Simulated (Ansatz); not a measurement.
Data:

```yaml
crystal:
  lattice:
    - [0.00000, 2.49161, 2.49161]
    - [2.49161, 0.00000, 2.49161]
    - [2.49161, 2.49161, 0.00000]
  atoms:
    - { symbol: Be, position: [0.00000, 0.00000, 0.00000] }
    - { symbol: S, position: [0.25000, 0.25000, 0.25000] }
```

No spin polarisation.

The values are results of Kohn–Sham DFT with the PBEsol functional, run in Ansatz (a first-principles code) with PAW and 420 eV plane waves, no SOC, not measurements. Settings: 12×12×12 k-points, 0.05 eV Fermi–Dirac smearing.

Q: Predict the band gap, gap character, electron mass and width of the top valence band.

A: 
```json
{
  "band_gap": "3.09 eV",
  "gap_character": "indirect, Γ → X",
  "electron_mass": "0.83 mₑ along k, 0.29 mₑ across (at X)",
  "width_of_the_top_valence_band": "3.03 eV"
}
```

The cells carry an imposed strain or load. Masses are band curvatures over ±0.01 Å⁻¹ around the edge. Along k means along the line from Γ to the band edge. No phonon test of stability was made. The cell was made from BeS in the zinc blende structure (space group F-43m, No. 216) by this change: isotropic strain +3.00 %.
